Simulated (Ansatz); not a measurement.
Here is the system:

```xyz
8
Lattice="3.9895 0.0000 0.0000 0.0000 11.1265 0.0000 0.0000 0.0000 4.2761" Properties=species:S:1:pos:R:3 pbc="T T T"
Sn     2.9921     4.2499     2.6251
Sn     0.9974     1.3133     0.4870
Sn     0.9974     6.8765     1.6510
Sn     2.9921     9.8132     3.7890
S      2.9921     7.1977     4.1680
S      0.9974     9.4920     2.0300
S      0.9974     3.9288     0.1080
S      2.9921     1.6345     2.2461
```

No spin polarisation.

The values are results of PBE-D3(BJ) in Ansatz (plane waves to 420 eV, PAW, no SOC), earlier PAW set, not measurements. Settings: 8×3×8 k-points, 0.05 eV Fermi–Dirac smearing.

Task: What pressure (mean of the normal stresses, compression positive) does the calculation give?

Result: 0.10 GPa.

Task: Estimate the band gap.

Result: 0.68 eV.

Task: Predict the smallest direct gap.

Result: 0.85 eV.

Task: What is the computed gap character?

Result: Indirect, Γ–Z (83 % along) → Y–Γ (33 % along).

The cells carry an imposed strain or load. Whether these cells are dynamically stable was not tested. The cell was made from SnS in the GeS type structure (space group Pnma, No. 62) by this change: biaxial strain −0.26 %, plane normal [001], relaxed out of plane.

Ansatz is a quantum-chemistry and plane-wave program.
